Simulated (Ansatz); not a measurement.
Convergence study of the plane-wave cutoff for CsCaH₃ (P4mm, 5 atoms in the cell)

```
CsCaH3
1.0
    4.59808     0.00000     0.00000
    0.00000     4.59808     0.00000
    0.00000     0.00000     4.59808
Cs Ca H
1 1 3
Direct
  0.00000   0.00000   0.01087
  0.50000   0.50000   0.50000
  0.50000   0.00000   0.50000
  0.00000   0.50000   0.50000
  0.50000   0.50000   0.00000
```

Method: LDA (PW92), default PAW files made with PBE (plane waves; Ansatz, a program for electronic structure).

Base settings: basis.ecutwfc = 420 eV; kpoints.mp_grid.grid = 6 6 6; hamiltonian.xc = lda; hamiltonian.pseudopotentials = {kind: paw} (the program's default PAW files); scf.occupations.method = fixed.

The second cell is the first with its lattice scaled by 0.98.

The mesh stays at the base's, so the ladder's end is converged at best in this setting alone.

The first pressure column holds Ansatz's estimate of the finite-basis (Pulay) stress, which hides part of the cutoff error; the other is without it.

Only quantities that move along the ladder and can be compared are tabulated.

The count of work is k-points × plane waves × bands × iterations; it is no time. 

The starting cell comes from a database of computed structures (which also holds hypothetical and non-ambient phases and stackings), without a prior relaxation at this level. Its lattice was rescaled by up to half a per cent. One atom was moved a little off its site on purpose.

Steps (basis.ecutwfc): 145 eV; 170 eV; 190 eV; 210 eV; 230 eV; 250 eV; 295 eV; 335 eV; 380 eV; 420 eV; 460 eV; 505 eV; 565 eV; 630 eV; 735 eV; 840 eV; 1010 eV.

What is the coarsest basis.ecutwfc that holds the free energy within 1 meV/atom of the last step, with all finer ones?

420 eV, at 0.27 of the last step's count of work; the step before is off by 2.4 meV/atom.

What is the coarsest basis.ecutwfc that holds the energy of the compressed cell less the first within 0.2 meV/atom of the last step, with all finer ones?

295 eV, at 0.16 of the last step's count of work; the step before is off by 1.6 meV/atom.

What is the coarsest basis.ecutwfc that holds the pressure without the Pulay estimate within 0.1 GPa of the last step, with all finer ones?

420 eV, at 0.27 of the last step's count of work; the step before is off by 0.11 GPa.

| basis.ecutwfc | free energy less the last step's (meV/atom) | energy of the compressed cell less the first (meV/atom) | pressure (GPa) | pressure without the Pulay estimate (GPa) | largest difference of a force vector from the last step's (eV/Å) | count of work / last |
|---|---|---|---|---|---|---|
| 145 eV | 2367.54 | -3.11 | -1.31 | -60.73 | 0.014 | 0.055 |
| 170 eV | 1079.15 | -16.84 | -2.18 | -33.41 | 0.003 | 0.065 |
| 190 eV | 587.82 | -17.68 | -1.59 | -21.01 | 0.002 | 0.083 |
| 210 eV | 303.40 | -3.08 | -1.45 | -12.95 | 0.004 | 0.098 |
| 230 eV | 157.19 | -6.29 | -1.71 | -8.24 | 0.002 | 0.11 |
| 250 eV | 81.29 | -8.41 | -1.91 | -5.49 | 0.000 | 0.13 |
| 295 eV | 20.66 | -9.82 | -2.03 | -3.00 | 0.000 | 0.16 |
| 335 eV | 6.96 | -9.93 | -2.06 | -2.38 | 0.000 | 0.19 |
| 380 eV | 2.35 | -9.99 | -2.06 | -2.17 | 0.000 | 0.23 |
| 420 eV | 0.91 | -9.98 | -2.06 | -2.11 | 0.000 | 0.27 |
| 460 eV | 0.36 | -9.99 | -2.06 | -2.08 | 0.000 | 0.30 |
| 505 eV | 0.13 | -9.99 | -2.06 | -2.07 | 0.000 | 0.36 |
| 565 eV | 0.05 | -9.99 | -2.06 | -2.06 | 0.000 | 0.42 |
| 630 eV | 0.04 | -9.99 | -2.06 | -2.06 | 0.000 | 0.48 |
| 735 eV | 0.02 | -9.99 | -2.06 | -2.06 | 0.000 | 0.62 |
| 840 eV | 0.01 | -9.99 | -2.06 | -2.06 | 0.000 | 0.77 |
| 1010 eV | 0.00 | -9.99 | -2.06 | -2.06 | 0.000 | 1.0 |

The energy difference between the two cells stays within 1 meV/atom of the last step's from 295 eV on, the total only from 420 eV on: much of the error is common to both cells and cancels.

At the lowest cutoff the pressure without the Pulay estimate lies 58.7 GPa under the last step's, the usual sign of Pulay stress in an incomplete plane-wave basis.

Keys are those of Ansatz 0.2.
